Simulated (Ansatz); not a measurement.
## SnTe: energy against strain

SnTe (rock salt, Fm-3m, 32.304 Å³/atom and stress up to 0.01 GPa in the relaxed cell) under an equal strain ε in the (111) plane with the normal axis free, as in a coherent film. r2SCAN in Ansatz, a plane-wave DFT program (PAW, default set), 500 eV, 13×13×13 Γ-centred mesh, Fermi-Dirac smearing 0.05 eV; ions are relaxed, or left where forces stay under 0.02 eV/Å, within the symmetry of each cell.

Here s stands for strain and y for E less E0.

```csv
strain (%),E less E0 (meV/atom)
-1.25,2.30
-0.83,1.01
-0.42,0.26
0.00,0.00
0.42,0.25
0.83,0.97
1.25,2.20
2.50,?
```

Problem. Using a parabola, estimate the missing y at s = 2.50 from the other rows, showing the fit.

Solution. Least squares gives y = 0.000 - 0.0334·s + 1.4396·s². Residuals (row less fit): 0.009, -0.009, -0.008, 0.000, 0.010, 0.006, -0.008; standard error 0.010 (degrees of freedom: 4). The quadratic coefficient over the volume, 1.4396 meV × 10⁴ × 0.1602 / 32.304 Å³, is the biaxial elastic modulus of this plane = 71.4 ± 0.3 GPa (± standard error of the fit, which holds the terms cut off). At the withheld row, y = 0.000 - 0.0334 × 2.50 + 1.4396 × 2.50² = 8.914 meV/atom. The calculation gives 8.55 meV/atom, 0.364 meV/atom below the prediction (4.3 % of the range of y in the table). The row lies outside the fitted rows, so this is an extrapolation. From the scatter of the fitted rows alone, a prediction at this place has a standard error of 0.040 meV/atom, so the miss is 9.1 times that.

A polynomial of degree 3 through the 12 other runs of the series gives 8.61 there, so most of the miss is curvature that the fit leaves out. This level leaves no gap over 0.05 eV at strain -1.25, -0.83, -0.42, 0.83, 1.25, 2.50 %. Spin-orbit coupling is left out, which can shift these values for the heavy elements here. SnTe stands in this structure, which distorts at low temperature. Rows are the converged runs of the series near zero and its far end; series whose fitted rows scatter by over a few per cent of the range, as at a crossing or softening among them, aren't shown in this form, nor equations of state whose B0' disagrees with the runs' pressures. Most that stay on the fit to the last digits aren't either.
